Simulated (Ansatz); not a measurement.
Functionals compared on the (32-50) surface of hcp Os in its 1x1 cell, outermost plane spacing 0.18 Å in the ideal cut, in Ansatz (plane waves, PAW). The structure was relaxed with PBE; the other rows are single points on it. Cutoff 420 eV (500 eV for r2SCAN).

Set-up: 40 atoms, 10.6 Å thick at the start; mesh 9x3x1; 0.1 eV smearing; dipole correction on; all atoms relaxed; held to the start's symmetry, so lower structures may exist; no spin, no spin-orbit, no U. These notes are the PBE run's.

```json
[
 {"functional": "PBE", "work function of the top face (eV)": "4.83", "rough cost of the single point": "–"},
 {"functional": "LDA", "work function of the top face (eV)": "5.16", "rough cost of the single point": "around 7 core-minutes (rough)"},
 {"functional": "PBEsol", "work function of the top face (eV)": "(withheld)", "rough cost of the single point": "roughly 7 core-minutes"},
 {"functional": "RPBE", "work function of the top face (eV)": "4.68", "rough cost of the single point": "roughly 7 core-minutes"},
 {"functional": "r2SCAN", "work function of the top face (eV)": "4.86", "rough cost of the single point": "very roughly 13 core-minutes"}
]
```

Some entries are withheld; supply them.


- PBEsol, work function of the top face (eV): 4.94

Ansatz is a first-principles code.
